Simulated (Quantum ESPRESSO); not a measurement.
A self-consistent single point of WC (P-6m2, 2 atoms in the cell) with Quantum ESPRESSO.

Computed with PBE, PseudoDojo standard norm-conserving (PBE) pseudopotentials (plane waves; Quantum ESPRESSO).

```
WC
1.0
    2.92184     0.00000     0.00000
   -1.46092     2.53039     0.00000
    0.00000     0.00000     2.84455
W C
1 1
Direct
  0.00000   0.00000   0.00000
  0.66667   0.33333   0.50000
```

Reference input (self-consistent single point, DFT, PBE, plane waves, PseudoDojo standard norm-conserving (PBE) pseudopotentials): ecutwfc = 85 Ry; occupations = smearing; smearing = gaussian; degauss = 0.0099958 Ry; potentials = {W: W.upf, C: C.upf}; K_POINTS = automatic 10 10 9 0 0 0; conv_thr = 1e-09 Ry. This run's input differs from it in these lines:

```diff
@@ -27,3 +27,3 @@
 K_POINTS {automatic}
-10 10 9  0 0 0
+14 14 13  0 0 0
 CELL_PARAMETERS {angstrom}
```

Output, abridged:

```
     Self-consistent Calculation

     iteration #  1     ecut=    85.00 Ry     beta= 0.70

     total energy              =    -163.53134079 Ry
     estimated scf accuracy    <       0.45549642 Ry

     iteration #  2     ecut=    85.00 Ry     beta= 0.70

     total energy              =    -163.61620116 Ry
     estimated scf accuracy    <       0.89429713 Ry

     iteration #  3     ecut=    85.00 Ry     beta= 0.70

     total energy              =    -163.77225451 Ry
     estimated scf accuracy    <       0.00362478 Ry

   [... 5 blocks of this kind left out ...]

     iteration #  9     ecut=    85.00 Ry     beta= 0.70

     total energy              =    -163.77506260 Ry
     estimated scf accuracy    <          3.4E-09 Ry

     iteration # 10     ecut=    85.00 Ry     beta= 0.70
     End of self-consistent calculation

     Number of k-points >= 100: set verbosity='high' to print the bands.

     the Fermi energy is    20.2203 ev

!    total energy              =    -163.77506261 Ry
     estimated scf accuracy    <          4.6E-10 Ry
     smearing contrib. (-TS)   =      -0.00020589 Ry
     internal energy E=F+TS    =    -163.77485672 Ry

     convergence has been achieved in  10 iterations

     Forces acting on atoms (cartesian axes, Ry/au):

     atom    1 type  1   force =     0.00000000    0.00000000    0.00000000
     atom    2 type  2   force =     0.00000000    0.00000000    0.00000000

     Total force =     0.000000     Total SCF correction =     0.000000

          total   stress  (Ry/bohr**3)                   (kbar)     P=        5.94
   0.00001827   0.00000000  -0.00000000            2.69        0.00       -0.00
   0.00000000   0.00001827   0.00000000            0.00        2.69        0.00
   0.00000000   0.00000000   0.00008464            0.00        0.00       12.45

   JOB DONE.
```

The run converged in 10 iterations. Against the reference run the free energy rises by 1.8 meV/atom and the pressure stays near 0.59 GPa while the zz stress (positive for compression) goes from 0.75 to 1.25 GPa. The full log also holds: “c_bands:  1 eigenvalues not converged”.

The starting cell comes from a database of computed structures (which also holds hypothetical and non-ambient phases and stackings), without a prior relaxation at this level. Its lattice was rescaled by a random factor within 2.5 % of one. Spin-orbit coupling is off. Spin polarisation is off.

Cost on one core of a shared machine: roughly 40 s.
